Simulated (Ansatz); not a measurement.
## Fermi-surface data of NiSi2 (Fm-3m)

Consider the following.

```yaml
crystal:
  lattice:
    - [0.00000, 2.69539, 2.69539]
    - [2.69539, 0.00000, 2.69539]
    - [2.69539, 2.69539, 0.00000]
  atoms:
    - { symbol: Si, position: [0.25000, 0.25000, 0.25000] }
    - { symbol: Si, position: [0.75000, 0.75000, 0.75000] }
    - { symbol: Ni, position: [0.00000, 0.00000, 0.00000] }
```

The numbers are results of PBEsol, rigid bands (plane waves, PAW, scalar-relativistic; Ansatz, a quantum-chemistry and plane-wave program), not measurements. How the cell was made: cell and atoms relaxed with PBEsol.

```json
{
 "density of states at the Fermi level": "0.867 states/(eV·cell), both spins",
 "bare Sommerfeld coefficient": "0.68 mJ/(mol of atoms·K²)",
 "drude_plasma_energy": "5.5 eV",
 "root-mean-square Fermi velocity": "7.3e5 m/s",
 "resistivity times τ": "16.0 ×10⁻²² Ω·m·s"
}
```

A metal at this level (no band gap); rigid bands, thermally averaged at 300 K, both spins. Spin-orbit coupling is left out. τ is one relaxation time for all states.

Treated as nonmagnetic (a ferromagnetic start lost its moment, other orders weren't tried): NiSi2 (Fm-3m).
